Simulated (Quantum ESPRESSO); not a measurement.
# Short convergence ladders for Pb (P-3m1, 2 atoms in the cell)

```xyz
2
Lattice="3.4542 0.0000 0.0000 -1.7271 2.9915 0.0000 0.0000 0.0000 5.9674" Properties=species:S:1:pos:R:3 pbc="T T T"
Pb     0.0000     1.9943     1.5419
Pb     1.7271     0.9972     4.4756
```

Base method: PBEsol, GBRV 1.5 ultrasoft (PBESOL) pseudopotentials (plane waves; Quantum ESPRESSO 7.5).

Base settings: ecutwfc = 40 Ry; ecutrho = 200 Ry; occupations = smearing; smearing = gauss; degauss = 0.0073499 Ry; potentials = {Pb: pb_pbesol_v1.uspp.F.UPF}; K_POINTS = automatic 7 7 3 0 0 0; conv_thr = 1e-10 Ry; mixing_beta = 0.7.

The count of work is k-points × plane waves × bands × iterations; it is no time. 

**Shifted k-point meshes**

Only quantities that move along the ladder and can be compared are tabulated.

```csv
K_POINTS,free energy less the last step's (meV/atom),pressure (GPa),largest difference of a force vector from the last step's (eV/Å),count of work / last
automatic 2 2 1 1 1 1,1257.12,5.94,0.626,0.0033
automatic 4 4 2 1 1 1,9.60,-1.30,0.035,0.014
automatic 6 6 3 1 1 1,20.00,-1.51,0.026,0.044
automatic 8 8 4 1 1 1,-17.39,-1.47,0.019,0.095
automatic 10 10 6 1 1 1,-1.42,-1.37,0.002,0.24
automatic 17 17 9 1 1 1,0.00,-1.41,0.000,1.0
```

Coarsest K_POINTS that holds the pressure within 1 GPa of the last step, with all finer ones: automatic 4 4 2 1 1 1, at 0.014 of the last step's count of work; the step before is off by 7.3 GPa.

Coarsest K_POINTS that holds the free energy within 5 meV/atom of the last step, with all finer ones: automatic 10 10 6 1 1 1, at 0.24 of the last step's count of work; the step before is off by 17 meV/atom.

Coarsest K_POINTS that holds the forces within 0.005 eV/Å of the last step, with all finer ones: automatic 10 10 6 1 1 1, at 0.24 of the last step's count of work; the step before is off by 0.019 eV/Å.

**The k-point mesh at a smearing width of 0.3 eV**

In this ladder: degauss = 0.02205 Ry.

Only quantities that move along the ladder and can be compared are tabulated.

| K_POINTS | free energy less the last step's (meV/atom) | pressure (GPa) | largest difference of a force vector from the last step's (eV/Å) | count of work / last |
|---|---|---|---|---|
| automatic 4 4 2 0 0 0 | 182.92 | -1.34 | 0.135 | 0.016 |
| automatic 6 6 3 0 0 0 | -10.89 | -1.37 | 0.033 | 0.033 |
| automatic 8 8 4 0 0 0 | 19.31 | -1.28 | 0.032 | 0.068 |
| automatic 12 12 6 0 0 0 | 0.13 | -1.33 | 0.004 | 0.21 |
| automatic 21 21 11 0 0 0 | 0.00 | -1.28 | 0.000 | 1.0 |

Coarsest K_POINTS that holds the free energy within 5 meV/atom of the last step, with all finer ones: automatic 12 12 6 0 0 0, at 0.21 of the last step's count of work; the step before is off by 19 meV/atom.

Coarsest K_POINTS that holds the forces within 0.02 eV/Å of the last step, with all finer ones: automatic 12 12 6 0 0 0, at 0.21 of the last step's count of work; the step before is off by 0.032 eV/Å.

**The SCF threshold**

The mesh stays at the base's, so the ladder's end is converged at best in this setting alone.

Only quantities that move along the ladder and can be compared are tabulated.

| conv_thr | free energy less the last step's (meV/atom) | pressure (GPa) | largest difference of a force vector from the last step's (eV/Å) | count of work / last |
|---|---|---|---|---|
| 0.0073 Ry | 12.47 | -37.92 | 0.051 | 0.077 |
| 7.3e-05 Ry | 0.31 | -1.61 | 0.147 | 0.23 |
| 7.3e-07 Ry | 0.01 | -1.66 | 0.021 | 0.38 |
| 7.3e-09 Ry | 0.00 | -1.47 | 0.002 | 0.62 |
| 1e-10 Ry | 0.00 | -1.47 | 0.001 | 0.77 |
| 7.3e-14 Ry | 0.00 | -1.47 | 0.000 | 1.0 |

Coarsest conv_thr that holds the free energy within 0.5 meV/atom of the last step, with all finer ones: 7.3e-05 Ry, at 0.23 of the last step's count of work; the step before is off by 12 meV/atom.

Coarsest conv_thr that holds the forces within 0.005 eV/Å of the last step, with all finer ones: 7.3e-09 Ry; the step before is off by 0.021 eV/Å.

Coarsest conv_thr that holds the pressure within 0.5 GPa of the last step, with all finer ones: 7.3e-05 Ry, at 0.23 of the last step's count of work; the step before is off by 36 GPa.

On the base run: the starting cell comes from a database of computed structures (which also holds hypothetical and non-ambient phases and stackings), without a prior relaxation at this level. Its lattice was rescaled by up to half a per cent. One atom was moved a little off its site on purpose. Without a gap this mesh is coarse (it stands for a supercell whose shortest vector is 18 Å).
